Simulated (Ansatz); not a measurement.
Data:

```xyz
4
Lattice="3.9829 0.0000 0.0000 -1.9915 3.4493 0.0000 0.0000 0.0000 6.6300" Properties=species:S:1:pos:R:3 pbc="T T T"
Ga     0.0000     2.2995     0.0076
Ga     1.9915     1.1498     3.3226
As     0.0000     2.2995     2.4786
As     1.9915     1.1498     5.7936
```

The numbers are results of r2SCAN with spin-orbit coupling, rigid bands (plane waves, PAW; Ansatz, an electronic-structure program), not measurements. Condition of this run: uniaxial stress along c of -1.2 GPa (compression positive) (the target of the relaxation). Geometry: cell and atoms relaxed with PBEsol, then loaded as said.

Task: What conductivity effective mass do dilute electrons have at 300 K?

Result: 0.065 (x), 0.065 (y), 0.053 (z) mₑ.

Task: Predict the hole conductivity mass (n e² τ/σ) at 300 K, by direction if it differs.

Result: 0.28 (x), 0.28 (y), 0.92 (z) mₑ.

Task: And the band gap?

Result: 0.81 eV at this level; semilocal functionals usually fall short of the measured gap.

Rigid bands, one relaxation time for all states, no polarons. Geometry: cell and atoms relaxed with PBEsol.
